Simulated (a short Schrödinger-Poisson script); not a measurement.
Structure: symmetric double-gate stack, SiO2 on p-type Si(100), at 400 K.

| layer | material | thickness (nm) | Na (cm⁻³) |
|---|---|---|---|
| 1 | SiO2 | 3.7 | - |
| 2 | Si | 6 | 5e15 |
| 3 | SiO2 | 3.7 | - |

Constants are typed, rounded textbook-type inputs, not results; the design itself was drawn at random and stands for no fabricated device. SiO2: permittivity 3.9, conduction-band edge (eV) 3.15, gap (eV) 9, electron mass (mₑ) 0.5. Si: permittivity 11.7, conduction-band edge (eV) 0, gap (eV) 1.124, Nv at 300 K (cm⁻³) 3.1e19.

Channel valleys (confinement mass, in-plane density-of-states mass, number): Δ2 0.916, 0.19, 2; Δ4 0.19, 0.417, 4. At the gates, both at one voltage, the conduction-band edge of layer 1 lies 3.31 eV − eVg above the Fermi level of the channel. Gaps are held at their typed values at every temperature. Mesh 0.03 nm at interfaces.

Solved with a short Schrödinger-Poisson script written for these runs: 1D Poisson equation in equilibrium, electrons quantum, Hartree (BenDaniel-Duke, 12 states a valley, the channel's in-plane mass for all, wave functions free to enter the dielectric), parabolic valleys, classical holes, full ionisation, no traps, pinning or gate leakage.

The same stack at other levels of the model or other numerical settings:

```tsv
run	sheet density of all electrons at Vg = 2.4 V (cm⁻²)	sheet density of all electrons at Vg = 0.6 V (cm⁻²)	capacitance of both gates at Vg = 2.4 V (μF/cm²)	rough cost against the base
base	2.34e13	4.87e12	1.70	about 1
electrons treated as classical, Boltzmann	2.52e13	5.38e12	1.81	0.03
electrons treated as classical, Fermi-Dirac	2.48e13	5.35e12	1.77	0.09
mesh six times as coarse	2.33e13	4.86e12	1.70	0.3
```

The classical rows ignore confinement, and Boltzmann statistics overrate the density once the band edge passes the Fermi level.
